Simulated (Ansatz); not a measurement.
The starting structures come from a database of crystals and need not be the phases stable at ambient conditions.

**Evanescent states of Li₂HfN₂ (P-3m1, not sure to be the ambient phase, 5 atoms a cell, 9.8 Å³ an atom) along the normal of (001)**

These are r2SCAN (plane waves, PAW; Ansatz, an electronic-structure program) values and carry that method's errors.

The gap is the functional's own. No spin-orbit coupling. Mid-gap values are interpolated on the energy grid.

Energies count from the valence-band top; κ is the least over a 12×12 mesh across the current.

| E (eV) | κ (1/Å) | where |
|---|---|---|
| 0.06 | 0.194 | Γ |
| 0.18 | 0.214 | Γ |
| 0.30 | 0.231 | Γ |
| 0.42 | 0.246 | Γ |
| 0.54 | 0.260 | Γ |
| 0.66 | 0.272 | Γ |
| 0.78 | 0.282 | Γ |
| 0.90 | 0.291 | Γ |
| 1.02 | 0.300 | Γ |
| 1.14 | 0.307 | Γ |
| 1.26 | 0.313 | Γ |
| 1.38 | 0.319 | Γ |
| 1.50 | 0.324 | Γ |
| 1.62 | 0.328 | Γ |
| 1.74 | 0.331 | Γ |
| 1.86 | 0.334 | Γ |
| 1.98 | 0.336 | Γ |
| 2.10 | 0.307 | off Γ |
| 2.22 | 0.218 | off Γ |

Question: How thick must the barrier be to attenuate the transmission by 10^8 when the electrodes' Fermi level lies at 0.66 eV, and what attenuation does that film give at 1.14 eV?

Answer: d = 8 ln 10 / (2 × 0.272) = 33.9 Å. At 1.14 eV it gives 8 × 0.307/0.272 = 9.0 decades.
